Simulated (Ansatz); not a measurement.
Harmonic thermodynamics of GaSb in the zinc blende structure

Per mole of formula units at the relaxed static volume; finite displacements on a 6×6×6 mesh, DFT at the r2SCAN level (Ansatz, an electronic-structure program), k mesh 6×6×6; sums on an interpolated 12×12×12 mesh. Dynamical quadrupoles are not included in the interpolation of the phonons between the solved wave vectors. Spin-orbit coupling is not included. Zero-point energy 5.24 kJ/mol.

| T (K) | F_vib (kJ/mol) | S (J/mol/K) | C_V (J/mol/K) |
|---|---|---|---|
| 100 | 4.06 | 29.1 | 34.2 |
| 150 | 2.20 | 44.5 | 41.5 |
| 200 | -0.35 | 57.0 | 44.8 |
| 250 | -3.46 | 67.2 | 46.5 |
| 300 | ___ | ___ | ___ |
| 400 | -15.34 | 89.6 | 48.5 |
| 600 | -35.37 | 109.4 | 49.3 |
| 800 | -58.75 | 123.7 | 49.5 |
| 1000 | -84.62 | 134.7 | 49.7 |

**Question.** Complete the blanks.

**Answer.** 
- 300, F_vib (kJ/mol): -7.04
- 300, S (J/mol/K): 75.8
- 300, C_V (J/mol/K): 47.5

No phase change or melting is allowed for: the numbers belong to this structure as given.

The PAW data sets were generated under PBE and serve the other functionals too.
